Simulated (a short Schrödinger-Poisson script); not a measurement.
## Symmetric double-gate stack, SiO2 on p-type Si(100)

Stack: symmetric double-gate stack, SiO2 on p-type Si(100), at 300 K.

| layer | material | thickness (nm) | Na (cm⁻³) |
|---|---|---|---|
| 1 | SiO2 | 1.9 | - |
| 2 | Si | 4 | 8e16 |
| 3 | SiO2 | 1.9 | - |

The device is made up for the run: typed textbook-type constants, with dimensions and the other settings drawn at random. SiO2: permittivity 3.9, conduction-band edge (eV) 3.15, gap (eV) 9, electron mass (mₑ) 0.5. Si: permittivity 11.7, conduction-band edge (eV) 0, gap (eV) 1.124, Nv at 300 K (cm⁻³) 3.1e19.

Channel valleys (confinement mass, in-plane density-of-states mass, number): Δ2 0.916, 0.19, 2; Δ4 0.19, 0.417, 4. At the gates, both at one voltage, the conduction-band edge of layer 1 lies 3.24 eV − eVg above the Fermi level of the channel. Gaps are held at their typed values at every temperature. Mesh 0.03 nm at interfaces.

From a short Schrödinger-Poisson script (our own, NumPy): 1D Poisson equation in equilibrium, electrons quantum, Hartree (BenDaniel-Duke, 12 states a valley, the channel's in-plane mass for all, wave functions free to enter the dielectric), parabolic valleys, classical holes, full ionisation, no traps, pinning or gate leakage.

```
Vg (V)  electrons (cm⁻²)  C (μF/cm²)  Δ2 E0 (meV)  Δ2 E1 (meV)  Δ4 E0 (meV)  Δ4 E1 (meV)
------  ----------------  ----------  -----------  -----------  -----------  -----------
-0.1              1.45e9     0.00914        215.3        286.0        277.3        537.2
0.1              7.29e11        1.80         53.6        122.9        115.3        373.4
0.3              3.69e12        2.67          8.4         72.3         68.9        320.3
0.5              7.16e12        2.86        -11.7         46.5         47.7        291.7
0.7              1.08e13        2.95        -24.8         28.0         33.8        270.7
0.9              1.45e13        3.01        -34.6         13.1         23.5        253.6
1.1              1.83e13        3.05        -42.6          0.5         15.2        238.9
1.3              2.21e13        3.08        -49.7        -10.7          8.2        225.9
1.5              2.60e13        3.11        -56.1        -20.9          2.2        214.0
```

Gate voltages with under 1e6 electrons/cm² are left out.

Subbands count from the Fermi level. The capacitance is that of both gates.
